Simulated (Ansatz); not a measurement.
The reference is BeTe in the zinc blende structure (space group F-43m, No. 216; a = 5.5542 Å). Axes: x, y, z lie along the cube axes.

All numbers come from plane-wave PAW DFT at the LDA level (Ansatz, a first-principles code, 420 eV), no spin-orbit coupling.

Before the change:

| Quantity | Value |
|---|---|
| Smallest direct gap | 3.59 eV |

The change: the cell is compressed by 1.50 % along z with no lateral relaxation, atoms relaxed at fixed cell.

### Question
Predict the new stress, hole mass and smallest direct gap.

### Answer
The stress (xx, yy, zz, yz, xz, xy; compression positive) amounts to (0.69, 0.69, 1.62, 0.00, 0.00, 0.00) GPa; the hole mass is 0.21 mₑ along z, 0.31 mₑ across (at Γ); the smallest direct gap drops by 0.09 eV to 3.50 eV.

Spin-orbit coupling, missing from the scalar runs, can matter with Te. The cells carry an imposed strain or load. Masses are band curvatures over ±0.01 Å⁻¹ around the edge. No phonon test of stability was made.
